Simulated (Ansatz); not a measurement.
Cells marked so need not be the phases stable at ambient conditions, and some may be hypothetical.

 Where the default PAW files enter, the runs use the earlier of Ansatz's two default sets.

By PBEsol, each system below comes out a metal.

G/A = (e²/h) × open channels of both spins per area, as a mean over 0.1 eV about the Fermi level, without spin-orbit coupling, for the cells as given.

A. TaS2 (R-3m, not sure to be the ambient phase, 3 atoms a cell, 19.1 Å³ an atom), current normal to (110)
B. Ta (Fm-3m, fcc (Cu type), not sure to be the ambient phase, 1 atom a cell, 18.2 Å³ an atom), current normal to (001)
C. GePd2 (P-62m, not sure to be the ambient phase, 9 atoms a cell, 15.1 Å³ an atom, -4 GPa at this level), current normal to (001)

Q: Put the candidates in order of ballistic conductance per area, highest first, for PBEsol (Ansatz, an electronic-structure program).

A: B (1.5 × 10¹⁵ S/m²), A (0.69 × 10¹⁵ S/m²), C (0.52 × 10¹⁵ S/m²)
